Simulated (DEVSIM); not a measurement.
Structure: abrupt Si n-p junction, at 400 K.

| layer (left to right) | material | thickness (μm) | Nd (cm⁻³) | Na (cm⁻³) | τn (s) | τp (s) |
|---|---|---|---|---|---|---|
| 1 | Si | 0.760 | 1.7e16 | - | 1.1e-7 | 1.1e-7 |
| 2 | Si | 0.310 | - | 8.3e17 | 1.1e-7 | 1.1e-7 |

Left contact: ohmic. Right contact: ohmic. Voltage is applied to the left contact. Recombination: SRH at mid-gap. Mobility is μmin + (μ − μmin)/(1 + (N/Nref)^α).

This is a model device: material constants are rounded textbook-type values typed into the input, and sizes, dopings and lifetimes were drawn at random. Values at 300 K; Nc and Nv go as T^1.5, mobilities as T to minus their exponent, the gap by Varshni's rule with the affinity fixed.

| parameter | Si |
|---|---|
| gap (eV) | 1.124 |
| affinity (eV) | 4.05 |
| permittivity | 11.7 |
| Nc (cm⁻³) | 2.86e19 |
| Nv (cm⁻³) | 3.1e19 |
| μn (cm²/Vs) | 1417 |
| μp (cm²/Vs) | 470 |
| μn,min | 52 |
| μp,min | 45 |
| Nref,n | 9.7e16 |
| Nref,p | 2.2e17 |
| αn | 0.68 |
| αp | 0.72 |
| T exponent of μn | 2.3 |
| T exponent of μp | 2.2 |
| Varshni α (eV/K) | 0.000473 |
| Varshni β (K) | 636 |

Model (solved in DEVSIM): 1D drift-diffusion, Boltzmann statistics, complete ionisation; no tunnelling, impact ionisation, image-force lowering or self-heating.

The temperature was swept, all else fixed.

| temperature (K) | dark forward voltage at 100 A/cm² (V) | potential step across the device at zero bias (V) | dark forward voltage at 1 A/cm² (V) |
|---|---|---|---|
| 250 | 0.793 | 0.910 | 0.689 |
| 300 | 0.703 | 0.838 | 0.579 |
| 350 | 0.612 | 0.764 | 0.466 |
| 400 | 0.518 | 0.686 | 0.350 |
| 450 | 0.423 | 0.606 | 0.233 |
| 500 | 0.326 | 0.523 | 0.117 |

From the first row to the last the dark forward voltage at 100 A/cm² goes from 0.793 to 0.326. From the first row to the last the potential step across the device at zero bias goes from 0.910 to 0.523.
